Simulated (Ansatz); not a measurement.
For PbS (Fm-3m, No. 225; start mp-1078500), LDA (Ansatz, a program for electronic structure, PAW) gives:

| Property | Result |
|---|---|
| cohesive energy | 4.37 eV/atom |
| band gap | 0.07 eV |

Question: What does r²SCAN+rVV10 (Ansatz, PAW) give for the same quantities?

Answer: 
- cohesive energy: 3.76 eV/atom (decreases by 0.61 eV/atom)
- band gap: 0.60 eV (rises by 0.53 eV)

Changes are worked out from the printed values.

Unless a cell is named, each level is at its own relaxed cell (LDA 24.98, r²SCAN+rVV10 26.23 Å³/atom).

Levels without +SOC leave out spin–orbit coupling, which shifts energies and cells of such heavy elements.

Spin–orbit coupling is included only where a level's name says +SOC; with heavier elements it mostly lowers gaps and can invert bands. Density-functional gaps are differences of (generalised) Kohn–Sham levels.

Caveats: the relaxation could not lower the start's symmetry, so the cell can be a saddle point above a distorted one (LDA, r²SCAN+rVV10). Ansatz's density-functional and Hartree–Fock values are scalar-relativistic unless marked +SOC, with PAW data made under PBE.

A start named mp-… is a Materials Project structure, which can be a computed phase never made.
